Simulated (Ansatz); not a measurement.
The reference is GaP in the zinc blende structure (space group F-43m, No. 216; a = 5.4386 Å). Axes: x, y, z lie along the cube axes.

Computed with plane-wave PAW DFT at the PBEsol level (Ansatz, a first-principles code, 420 eV), no spin-orbit coupling.

One thing is altered: the cell is scaled by 1.0300 in all directions, atoms relaxed at fixed cell.

Question: Predict the stress tensor and what it implies for the stiffness.

Answer: Stress of the strained cell less that of the base (GPa, compression positive):
```
  -6.16    0.00    0.00
   0.00   -6.16    0.00
   0.00    0.00   -6.16
```

Then B = −ΔP/(ΔV/V₀) with ΔV/V₀ = 0.0927 gives secant stiffness values (nonlinear terms included at this strain): B ≈ 66 GPa.

As a check, the harmonic strain energy −½ V₀ Δσ:ε is 35 meV/atom; the computed energy rise is 39 meV/atom.

Stability against distortions was not tested.
